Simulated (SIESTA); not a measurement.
Band structure of Be₅Co (F-43m, 6 atoms in the cell).

```yaml
crystal:
  lattice:
    - [0.00000, 2.88393, 2.88393]
    - [2.88393, 0.00000, 2.88393]
    - [2.88393, 2.88393, 0.00000]
  atoms:
    - { symbol: Be, position: [0.25000, 0.25000, 0.25000] }
    - { symbol: Be, position: [0.62557, 0.62557, 0.12329] }
    - { symbol: Be, position: [0.62557, 0.12329, 0.62557] }
    - { symbol: Be, position: [0.62557, 0.62557, 0.62557] }
    - { symbol: Be, position: [0.12329, 0.62557, 0.62557] }
    - { symbol: Co, position: [0.00000, 0.00000, 0.00000] }
```

Method of the run: LDA PW92, numerical atomic orbitals DZP, PseudoDojo LDA standard norm-conserving potentials (rewritten from UPF to PSML) (SIESTA).

Settings: XC.functional = LDA; XC.authors = PW92; potentials = PseudoDojo LDA standard; PAO.BasisSize = DZP; PAO.EnergyShift = 0.005 Ry; MeshCutoff = 300 Ry; kgrid.MonkhorstPack = 8 8 8; OccupationFunction = FD; ElectronicTemperature = 100 meV; PAO.Polarization.NonPerturbative = true; MaxSCFIterations = 150; SCF.Mixer.Method = Pulay; SCF.Mixer.Weight = 0.2; SCF.Mixer.History = 8.

The starting cell comes from a database of computed structures (which also holds hypothetical and non-ambient phases and stackings), without a prior relaxation at this level. Spin polarisation is off. Values carry the incompleteness of an atom-centred basis.

Levels in eV from the Fermi level, bands 16 to 21:
```
point     16     17     18     19    20    21
-----  -----  -----  -----  -----  ----  ----
Γ      -1.82   0.83   0.83   0.83  4.01  4.01
X      -1.14  -0.92  -0.92  -0.03  1.08  7.77
W      -1.25  -1.00  -0.62   0.43  1.17  4.70
K      -1.17  -0.85  -0.82  -0.05  1.64  4.91
L      -1.33  -0.69  -0.54  -0.54  2.90  2.90
U      -1.17  -0.85  -0.82  -0.05  1.64  4.91
```

Bands cross the Fermi level along this path, so the cell is metallic at this level.

Higher empty bands are left out: an atom-centred basis made for the valence describes them poorly.
